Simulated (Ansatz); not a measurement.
Start from Mg in the hcp (Mg type) structure (space group P6_3/mmc, No. 194).

```cif
data_Mg2
_chemical_formula_sum 'Mg2'
_space_group_name_H-M_alt 'P63/mmc'
_space_group_IT_number 194
_space_group_name_Hall '-P 6c 2c'
_cell_length_a 3.16680
_cell_length_b 3.16680
_cell_length_c 5.18844
_cell_angle_alpha 90.000
_cell_angle_beta 90.000
_cell_angle_gamma 120.000
loop_
_atom_site_label
_atom_site_type_symbol
_atom_site_symmetry_multiplicity
_atom_site_Wyckoff_symbol
_atom_site_fract_x
_atom_site_fract_y
_atom_site_fract_z
_atom_site_occupancy
Mg1 Mg 2 d 0.66667 0.33333 0.25000 1
```

The values are results of PBEsol/PAW in Ansatz (an electronic-structure program), no spin-orbit coupling, not measurements.

For the base:

| Item | Value |
|---|---|
| Band gap | zero |
| c/a ratio | 1.638 |
| Lattice parameter a | 3.167 Å |

It is then changed as follows: every Mg is replaced by Ca; the structure is relaxed again.

**Question.** Predict the new band gap, c/a ratio and lattice parameter a.

**Answer.** The band gap remains zero; the c/a ratio grows by 0.013 (1.638 → 1.651); the lattice parameter a increases by 0.682 Å (3.167 Å → 3.849 Å).

No phonon test of stability was made. This is not the structure that Ca has at room temperature and ambient pressure.
